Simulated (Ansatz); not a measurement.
The starting structures come from a database of crystals and need not be the phases stable at ambient conditions.

Tunnelling through a barrier is set by its complex band structure: the current falls as exp(−2κd) with the smallest κ.

Given:

```
CELL_PARAMETERS angstrom
      6.63821     0.00000     0.00000
      2.65366     6.47467     0.00000
      0.00000     0.00000     5.46643
ATOMIC_POSITIONS crystal
  Li 0.14820 0.11920 0.25000
  Li 0.85180 0.88080 0.75000
  Sr 0.15870 0.62650 0.25000
  Sr 0.84130 0.37350 0.75000
  Sr 0.36480 0.89840 0.75000
  Sr 0.63520 0.10160 0.25000
  Si 0.34530 0.33530 0.75000
  Si 0.65470 0.66470 0.25000
  O  0.22360 0.28870 0.50710
  O  0.77640 0.71130 0.49290
  O  0.77640 0.71130 0.00710
  O  0.22360 0.28870 0.99290
  O  0.66280 0.42910 0.25000
  O  0.33720 0.57090 0.75000
  O  0.59580 0.15840 0.75000
  O  0.40420 0.84160 0.25000
  F  0.00000 0.00000 0.00000
  F  0.00000 0.00000 0.50000
```

Space group of this cell: P2_1/m. The cell is taken as given; by PBEsol its mean pressure is -4.1 GPa.

Transport runs along the normal of the first two printed cell vectors.

The gap is the functional's own, uncorrected, and κ follows it; spin-orbit coupling is left out. Mid-gap values are interpolated between the computed energies.

Problem. State the band gap and the smallest decay constant κ at mid-gap according to Ansatz (a program for electronic structure) with PBEsol.

Solution. Gap 4.66 eV on a 6×6×6 mesh; κ = 0.383 1/Å, at the zone centre.
